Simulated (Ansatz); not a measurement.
## Habitual settings against a tight run: MnBr2 (R-3m, 3 atoms in the cell)

Self-consistent single point.

```yaml
crystal:
  lattice:
    - [1.94636, 1.12373, 6.63424]
    - [-1.94636, 1.12373, 6.63424]
    - [0.00000, -2.24746, 6.63424]
  atoms:
    - { symbol: Mn, position: [0.00000, 0.00000, 0.00000], spin: 4.0 }
    - { symbol: Br, position: [0.74261, 0.74261, 0.74261] }
    - { symbol: Br, position: [0.25739, 0.25739, 0.25739] }
```
(The spins are starting values, not results.)

Level of theory: LDA (PW92), default PAW files made with PBE (plane waves; Ansatz, an electronic-structure program).

Base settings: basis.ecutwfc = 420 eV; kpoints.mp_grid.grid = 8 8 8; hamiltonian.xc = lda; hamiltonian.pseudopotentials = {kind: paw} (the program's default PAW files); magnetization.spin_polarized = true; scf.occupations.method = fermi_dirac; scf.occupations.width = 0.05 eV.

Tight run (finer mesh or higher cutoff; not a proven limit): basis.ecutwfc: 420 eV → 590 eV; kpoints.mp_grid.grid: 8 8 8 → 11 11 11; scf.convergence.dr2_threshold: default (1e-07 eV) → 1e-09 eV. It gave pressure -4.01 GPa; largest force (vector length) 0.470 eV/Å; size of the cell's spin moment 5.00 μB.

Quick runs, as changes from the base:
- A: the base itself
- B: basis.ecutwfc: 420 eV → 295 eV; kpoints.mp_grid.grid: 8 8 8 → 4 4 4; scf.convergence.dr2_threshold: default (1e-07 eV) → 0.0001 eV
- C: basis.ecutwfc: 420 eV → 210 eV; hamiltonian.xc: lda → pbesol; scf.occupations.width: 0.05 eV → 0.5 eV [PBEsol]
- D: basis.ecutwfc: 420 eV → 210 eV; kpoints.mp_grid.grid: 8 8 8 → 2 2 2

Energies are extrapolated to zero smearing width, which holds to low order in the width alone.

Dashes: energy of C, another energy zero.

† marks runs with another functional, U, potentials or spin treatment: their distance from the tight run is not a convergence error alone.

The count of work is k-points × plane waves × bands × iterations; it is no time. 

Pressures in the table are Ansatz's without its Pulay estimate, at a fixed set of plane waves; the tight run's value above holds the estimate.

The starting cell comes from a database of computed structures (which also holds hypothetical and non-ambient phases and stackings), without a prior relaxation at this level. Its lattice was rescaled by a random factor within 2.5 % of one. With one magnetic atom in the cell only a parallel order is possible. In the base run, with a pressure of about -4 GPa the cell is away from its equilibrium volume at this level.

| run | energy less tight (meV/atom) | pressure less tight (GPa) | largest miss in a force vector (eV/Å) | size of the net moment less tight (μB/atom) | count of work / tight |
|---|---|---|---|---|---|
| A | 1.7 | -0.02 | 0.000 | 0.00 | 0.25 |
| B | 91.7 | -4.14 | 0.004 | 0.00 | 0.025 |
| C† | – | -64.52 | 0.211 | -0.18 | 0.10 |
| D | 2728.7 | -65.32 | 0.078 | 0.00 | 0.0054 |

Among the runs at the tight run's level, the energy misses run from 1.7 to 2728.7 meV/atom.

Left out of this page: 2 runs of the series outside the window shown, repeating another row's setting, or not comparable; 2 runs of the series with a known weakness of the program.

Keys are those of Ansatz 0.2.
